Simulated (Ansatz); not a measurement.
A computed series for Cu3N: response to strain

The parent structure is Cu3N (space group Pm-3m, No. 221).

```
Cu3N
1.0
    3.82686     0.00000     0.00000
    0.00000     3.82686     0.00000
    0.00000     0.00000     3.82686
Cu N
3 1
Direct
  0.50000   0.00000   0.00000
  0.00000   0.50000   0.00000
  0.00000   0.00000   0.50000
  0.00000   0.00000   0.00000
```

Cartesian axes are those of the cell as printed.

Strains are applied to the cell and any free atomic positions relax; under biaxial strain the out-of-plane vector relaxes too.

Calculations: Ansatz (a first-principles code), PBE, PAW, cutoff 420 eV, scalar-relativistic without spin-orbit coupling.

| biaxial strain, plane normal [111], relaxed out of plane (%) | out-of-plane strain (%) |
|---|---|
| 0 | 0.00 |
| 0.5 | -0.73 |
| 1 | -1.46 |
| 1.5 | -2.18 |
| 2 | ? |
| 2.5 | -3.62 |

Fit ε⊥ = −νε + γε² (strains in %) to the rows shown and predict the withheld row.

Least squares on the printed values gives ν = 1.46 (the biaxial Poisson response) and γ = 0.007 (largest residual 0.00 %); this predicts -2.90 %, and the run gives -2.90 %, in agreement.

Whether these cells are dynamically stable was not tested. The final runs are not spin-polarised.
